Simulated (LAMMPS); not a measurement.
MD of Cu (fcc) at zero pressure, 4000 atoms, as a liquid; each row is its own run.

Computed with classical MD, pair style eam, the elements' _u3.eam files (universal-3 set of Foiles, Baskes and Daw), run in LAMMPS.

```csv
T (K),D(Cu) (cm²/s)
950,9.42e-6
1090,1.66e-5
1220,2.47e-5
1360,3.43e-5
1490,4.53e-5
1700,6.38e-5
1770,6.96e-5
2170,0.000113
```

Question: Fit an Arrhenius law, ln y = a + b / x, to these rows (x is the first column, y the second) and predict the run at x = 1900.

Answer: Least squares gives a = -7.2085 and b = -4152. The slope times kB gives an activation energy of 0.36 eV. At x = 1900 the fit predicts 8.33e-5 cm²/s. The run itself gave (7.89 ± 0.04) × 10^-5 cm²/s, so the fit is 5.6 % high.

Caution (rows 950; 1090; 1220): this liquid lies under the melting point of about 1290 K that EAM-type universal-3 set of Foiles, Baskes and Daw gives, so it is undercooled.

Errors of D are the spread over four groups of atoms in one short run; a floor of about 5 %, a picked value, is safer.
